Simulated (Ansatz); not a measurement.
C (I4_1/amd), r2SCAN, rigid bands in Ansatz (a program for electronic structure): Condition of this run: biaxial stress in (001) of -11 GPa (compression positive) (the target of the relaxation). band gap 4.01 eV, N_c = 1.77e19 cm⁻³ and N_v = 6.56e18 cm⁻³ at 300 K, conductivity masses along z (a = (0.00, 1.79, 1.77) Å; b = (1.79, 0.00, 1.77) Å; c = (1.79, 1.79, 0.00) Å) of 1.52 mₑ (electrons) and 0.636 mₑ (holes). Take k_BT = 0.02585 eV.

Question: What thermal injection velocity √(2k_BT/πm) limits a ballistic channel along the direction named?

Answer: 4.36e6 cm/s for electrons and 6.75e6 cm/s for holes, a ratio of √(m_h/m_e) = 0.647, for dilute carriers.

Question: A film of it is 8 nm thick, with its normal along the direction named. Estimate the confinement energies in an infinite well.

Answer: ħ²π²/(2m t²) = 0.376 eV·nm²/(m/mₑ × t²) gives 3.87 meV for electrons and 9.24 meV for holes, so the gap would widen to about 4.02 eV. Finite barriers and nonparabolic bands lower this, and with several valleys or bands the heaviest mass along the normal sets the lowest level, not this average.

Question: Find the intrinsic carrier density and the intrinsic Fermi level.

Answer: n_i = √(N_c N_v) exp(−E_g/2k_BT) = 1.08e19 × exp(−77.56) = 2.2e-15 cm⁻³. The level lies (k_BT/2) ln(N_v/N_c) = -13 meV from mid-gap (positive towards the conduction band). Each 0.1 eV added to the gap lowers n_i by a factor of 6.9.

Rigid, parabolic bands with the computed gap; masses take one relaxation time for all states. Spin-orbit coupling is left out. Geometry: cell and atoms relaxed with PBEsol.
